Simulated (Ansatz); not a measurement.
The parent structure is CaTiO₃ in the cubic perovskite structure (space group Pm-3m, No. 221; a model cell).

```
CaTiO3
1.0
    3.84097     0.00000     0.00000
    0.00000     3.84097     0.00000
    0.00000     0.00000     3.84097
Ca Ti O
1 1 3
Cartesian
  0.00000   0.00000   0.00000
  1.92049   1.92049   1.92049
  0.00000   1.92049   1.92049
  1.92049   1.92049   0.00000
  1.92049   0.00000   1.92049
```

Levels (all Ansatz, a quantum-chemistry and plane-wave program, PAW): PBEsol (420 eV, no SOC); HSE06 (420 eV, no spin-orbit coupling).

The geometry is relaxed with PBEsol.

- PBEsol lowest conduction level above the VBM at special points = Γ 1.89 eV; X 2.10 eV; M 4.02 eV

Predict the lowest conduction level above the VBM at special points from HSE06.

The lowest conduction level above the VBM at special points goes from Γ 1.89 eV; X 2.10 eV; M 4.02 eV to Γ 3.43 eV; X 3.65 eV; M 5.73 eV.

Single points use the geometry relaxed with PBEsol. HSE06 gaps are upper bounds (no full band path). The levels and masses belong to the bands next to the band gap. Whether these cells are dynamically stable was not tested. All final runs are without spin polarisation. Many cubic perovskites are stable only at high temperature; tilts and polar distortions were not tested.
